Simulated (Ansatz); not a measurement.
**Worked sum: formation energy of RuSi (P2₁3) from the elements**

This concerns the formation energy of RuSi (P2₁3) from the elements. Reaction: Ru (hcp) + Si (diamond) → RuSi (P2₁3). Negative: the products are lower in energy. The value is per atom of the solid.

RuSi (P2₁3), 8 atoms in the cell; spin state with PBE: run without spin. Conventional cell: a = 4.7366 Å, b = 4.7366 Å, c = 4.7366 Å, α = 90.00°, β = 90.00°, γ = 90.00°.

Setting: static, neutral cells in Ansatz (PAW) whose structures rest at the PBE level. Ansatz (a quantum-chemistry and plane-wave program) runs with its default PAW set. Other levels take these structures. The lattices are those relaxed with PBE, so at other levels the solids can be strained. A dispersion term (D3(BJ), or D4 for r2SCAN) was computed beside these levels and is taken off wherever the name lacks it.

Total energies of the cells in eV, at zero smearing width. They compare only within one column; the weights balance every element.

```json
[
 {"cell": "RuSi (P2₁3)", "atoms": "8", "weight": "+1", "r2SCAN": "-26124.33445"},
 {"cell": "Ru (hcp)", "atoms": "2", "weight": "−2", "r2SCAN": "-11781.39885"},
 {"cell": "Si (diamond)", "atoms": "2", "weight": "−2", "r2SCAN": "-1278.13039"}
]
```

r2SCAN: (-26124.33445) − 2 × (-11781.39885) − 2 × (-1278.13039) = -5.276 eV; dividing by 8 atoms gives -0.66 eV/atom.

What follows from the r2SCAN value: A formula unit of RuSi has 2 atoms, so it forms with -0.6595 × 2 = -1.319 eV, or -127.3 kJ/mol at 96.485 kJ/mol per eV.
